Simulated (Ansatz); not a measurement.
The reference is Al in the fcc (Cu type) structure (space group Fm-3m, No. 225; a = 3.994 Å; relaxed with 0.1 eV smearing).

The values are results of r2SCAN (Ansatz, an electronic-structure program), scalar-relativistic without spin-orbit coupling, not measurements.

Strains are applied to the cell and any free atomic positions relax.

One change was made to it. Results:

The pressure goes from zero to 8.3 GPa; the energy goes up by 28 meV/atom.

Which of these changes matches the shifts?
A) isotropic strain −3.00 %
B) isotropic strain −2.00 %
C) isotropic strain −2.50 %
D) isotropic strain −1.50 %
E) isotropic strain −0.50 %

C, isotropic strain −2.50 %. For comparison, the energy relative to the base in the other runs: isotropic strain −1.50 % gives +9.8 meV/atom; isotropic strain −2.00 % gives +18 meV/atom; isotropic strain −3.00 % gives +41 meV/atom; isotropic strain −0.50 % gives +1.0 meV/atom.

No phonon test of stability was made.
